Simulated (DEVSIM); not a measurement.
System: Al/SiO2/n-Si capacitor, at 300 K.

```
layer (left to right)  material  thickness (nm)  Nd (cm⁻³)
---------------------  --------  --------------  ---------
1                          SiO2            21.0          -
2                            Si            2700     4.4e16
```

Metal gate on the left, work function 4.1 eV. Fixed charge at the semiconductor interface -5.8e11 cm⁻² (in units of +e); no interface traps.

The device is made up for the run: typed textbook-type constants, with dimensions and the other settings drawn at random. Values at 300 K; Nc and Nv go as T^1.5, mobilities as T to minus their exponent, the gap by Varshni's rule with the affinity fixed.

```
parameter         SiO2        Si
----------------  ----  --------
gap (eV)             9     1.124
affinity (eV)      0.9      4.05
permittivity       3.9      11.7
Nc (cm⁻³)            -   2.86e19
Nv (cm⁻³)            -    3.1e19
Varshni α (eV/K)     -  0.000473
Varshni β (K)        -       636
```

DEVSIM, 1D Poisson equation in equilibrium, Boltzmann statistics, complete ionisation; no quantum confinement or tunnelling. Metal contacts follow the ideal Schottky-Mott rule: no Fermi-level pinning, no interface dipoles.

Base results: capacitance of the dielectric stack (μF/cm²) 0.164; minimum of the low-frequency capacitance (μF/cm²) 0.0522; threshold voltage (band bending 2φF) (V) -0.99; flat-band voltage (V) 0.45.

Q: What follows from this one change: substrate doping 4.4e+16 → 8.8e+16 cm^-3?

A: capacitance of the dielectric stack little changed (0.164 μF/cm²); minimum of the low-frequency capacitance 0.0522 → 0.0640 μF/cm²; threshold voltage (band bending 2φF) -0.99 → -1.30 V; flat-band voltage 0.45 → 0.47 V.

Q: What follows from this one change: temperature 300 → 250 K?

A: capacitance of the dielectric stack little changed (0.164 μF/cm²); minimum of the low-frequency capacitance 0.0522 → 0.0496 μF/cm²; threshold voltage (band bending 2φF) -0.99 → -1.07 V; flat-band voltage 0.45 → 0.48 V.

Q: What follows from this one change: SiO2 thickness 0.021 → 0.0084 μm?

A: capacitance of the dielectric stack 0.164 → 0.411 μF/cm²; minimum of the low-frequency capacitance 0.0522 → 0.0642 μF/cm²; threshold voltage (band bending 2φF) -0.99 → -0.94 V; flat-band voltage 0.45 → 0.11 V.

Q: What follows from this one change: fixed charge -5.8e+11 → -1.18e+12 cm^-2?

A: capacitance of the dielectric stack little changed (0.164 μF/cm²); minimum of the low-frequency capacitance little changed (0.0524 μF/cm²); threshold voltage (band bending 2φF) -0.99 → -0.41 V; flat-band voltage 0.45 → 1.03 V.
